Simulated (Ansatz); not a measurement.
The starting structures come from a database of crystals and need not be the phases stable at ambient conditions.

 Where the default PAW files enter, the runs use the earlier of Ansatz's two default sets.

# Evanescent states of Tl$_{2}$SnCl$_{6}$ (Fm-3m, not sure to be the ambient phase, 9 atoms a cell, 28.9 Å³ an atom) along the normal of (001)

Calculation: r2SCAN (plane waves, PAW; Ansatz, an electronic-structure program).

The gap is the functional's own, uncorrected, and κ follows it; spin-orbit coupling is left out. Mid-gap values are interpolated between the computed energies.

Energies count from the valence-band top; κ is the least over a 4×4 mesh across the current.

| E (eV) | κ (1/Å) | where |
|---|---|---|
| 0.07 | 0.142 | off Γ |
| 0.21 | 0.226 | Γ |
| 0.35 | 0.259 | Γ |
| 0.49 | 0.284 | Γ |
| 0.63 | 0.303 | Γ |
| 0.77 | 0.318 | Γ |
| 0.91 | 0.331 | Γ |
| 1.05 | 0.341 | Γ |
| 1.19 | 0.348 | Γ |
| 1.33 | 0.354 | Γ |
| 1.47 | 0.353 | Γ |
| 1.61 | 0.339 | Γ |
| 1.75 | 0.324 | Γ |
| 1.89 | 0.308 | Γ |
| 2.03 | 0.290 | Γ |
| 2.17 | 0.269 | Γ |
| 2.31 | 0.244 | Γ |
| 2.45 | 0.214 | Γ |
| 2.59 | 0.176 | Γ |
| 2.73 | 0.121 | Γ |

Problem. How thick must the barrier be to attenuate the transmission by 10^6 when the electrodes' Fermi level lies at 0.21 eV, and what attenuation does that film give at 1.47 eV?

Solution. d = 6 ln 10 / (2 × 0.226) = 30.6 Å. At 1.47 eV it gives 6 × 0.353/0.226 = 9.4 decades.
